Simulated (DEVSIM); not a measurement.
System: illuminated Si n-on-p cell, one wavelength, at 300 K.

| layer (left to right) | material | thickness (μm) | Nd (cm⁻³) | Na (cm⁻³) | τn (s) | τp (s) | absorption coefficient (cm⁻¹) |
|---|---|---|---|---|---|---|---|
| 1 | Si | 0.800 | 7e18 | - | 2e-7 | 9.7e-9 | 110 |
| 2 | Si | 66.0 | - | 8.4e15 | 4.4e-7 | 4.4e-7 | 110 |

Left contact: ohmic, minority hole recombination velocity 1e6 cm/s. Right contact: ohmic, minority electron recombination velocity 4000 cm/s. Voltage is applied to the left contact. Recombination: SRH at mid-gap, radiative, Auger. Light enters at the left, 6.3e17 photons cm⁻² s⁻¹, one pass, no reflection. Mobility is constant in doping.

Constants are typed, rounded textbook-type inputs, not results; the design itself was drawn at random and stands for no fabricated device. Values at 300 K.

```
parameter           Si
-------------  -------
gap (eV)         1.124
affinity (eV)     4.05
permittivity      11.7
Nc (cm⁻³)      2.86e19
Nv (cm⁻³)       3.1e19
μn (cm²/Vs)       1417
μp (cm²/Vs)        470
B (cm³/s)      4.7e-15
Cn (cm⁶/s)     2.8e-31
Cp (cm⁶/s)     9.9e-32
```

Model (solved in DEVSIM): 1D drift-diffusion, Boltzmann statistics, complete ionisation; no tunnelling, impact ionisation, image-force lowering or self-heating.

**Question.** Tabulate band edges, carrier densities and field at zero bias, in the dark.

**Answer.** Energies count from the Fermi level of the right contact; mesh points crowd at the junctions.

```csv
x (μm),Ec (eV),Ev (eV),n (cm⁻³),p (cm⁻³),field (V/cm)
0.000,0.036,-1.088,7.0e18,< 1e2,≈ 0
0.03388,0.036,-1.088,7.0e18,< 1e2,≈ 0
0.1126,0.036,-1.088,7.0e18,< 1e2,≈ 0
0.2955,0.036,-1.088,7.0e18,< 1e2,≈ 0
0.6353,0.036,-1.088,7.0e18,< 1e2,≈ 0
0.7437,0.036,-1.088,7.0e18,< 1e2,≈ 0
0.7903,0.036,-1.087,7.0e18,< 1e2,530
0.8303,0.235,-0.889,3.3e15,35000,41000
0.9092,0.519,-0.605,5.5e10,2.1e9,31000
1.103,0.875,-0.249,56000,2.1e15,6600
1.578,0.912,-0.212,14000,8.4e15,≈ 0
3.393,0.912,-0.212,14000,8.4e15,≈ 0
7.197,0.912,-0.212,14000,8.4e15,≈ 0
16.53,0.912,-0.212,14000,8.4e15,≈ 0
44.86,0.912,-0.212,14000,8.4e15,≈ 0
57.87,0.912,-0.212,14000,8.4e15,≈ 0
63.17,0.912,-0.212,14000,8.4e15,≈ 0
65.34,0.912,-0.212,14000,8.4e15,≈ 0
66.37,0.912,-0.212,14000,8.4e15,≈ 0
66.64,0.912,-0.212,14000,8.4e15,≈ 0
66.75,0.912,-0.212,14000,8.4e15,≈ 0
66.80,0.912,-0.212,14000,8.4e15,≈ 0
```
